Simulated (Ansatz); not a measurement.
# SiC: response to strain

Take SiC in the wurtzite structure (space group P6_3mc, No. 186) as the base.

```yaml
crystal:
  lattice:
    - [3.07595, 0.00000, 0.00000]
    - [-1.53798, 2.66385, 0.00000]
    - [0.00000, 0.00000, 5.04778]
  atoms:
    - { symbol: Si, position: [0.33333, 0.66667, 0.99959] }
    - { symbol: Si, position: [0.66667, 0.33333, 0.49959] }
    - { symbol: C, position: [0.33333, 0.66667, 0.37541] }
    - { symbol: C, position: [0.66667, 0.33333, 0.87541] }
```

Strains are applied to the cell and any free atomic positions relax.

The values are results of PBEsol (Ansatz, an electronic-structure program, PAW, without spin-orbit coupling), not measurements.

Notes on the quantities. pressure: mean of the normal stresses, compression positive.

```csv
isotropic strain (%),pressure (GPa)
0,0.0
0.6,-3.9
1.2,-7.4
1.8,-10.7
2.4,?
3,-16.6
```

Fit P = P₀ − Bδ + Cδ² with δ = (1 + ε)³ − 1 to the rows shown and predict the withheld row.

Least squares on the printed values gives P₀ = 0.0 GPa, B = 218 GPa (at held cell shape), C = 425 GPa (largest residual 0.1 GPa); this predicts -13.8 GPa, and the run gives -13.8 GPa, in agreement.

Whether these cells are dynamically stable was not tested.
